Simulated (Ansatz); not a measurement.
Data:

```xyz
2
Lattice="0.0000 2.4362 2.4362 2.4362 0.0000 2.4362 2.4362 2.4362 0.0000" Properties=species:S:1:pos:R:3 pbc="T T T"
N      0.0000     0.0000     0.0000
Y      2.4362     2.4362     2.4362
```

No spin polarisation.

Method: PBEsol (Ansatz, a program for electronic structure), spin-orbit coupling left out, earlier PAW set. k-mesh 12×12×12 (Γ-centred); smearing 0.05 eV (Fermi–Dirac).

Question: What band gap does the calculation give?

Answer: 0.09 eV.

Question: Estimate the gap character.

Answer: Indirect, Γ → X.

Question: Predict the electron mass.

Answer: 1.3 mₑ along k, 0.089 mₑ across (at X).

The cells carry an imposed strain or load. Masses are band curvatures over ±0.01 Å⁻¹ around the edge. Along k means along the line from Γ to the band edge. Whether these cells are dynamically stable was not tested. The cell was made from YN in the rock salt structure (space group Fm-3m, No. 225) by this change: isotropic strain +0.33 %. A zero or small gap of YN can be the functional's error rather than a property of the material.
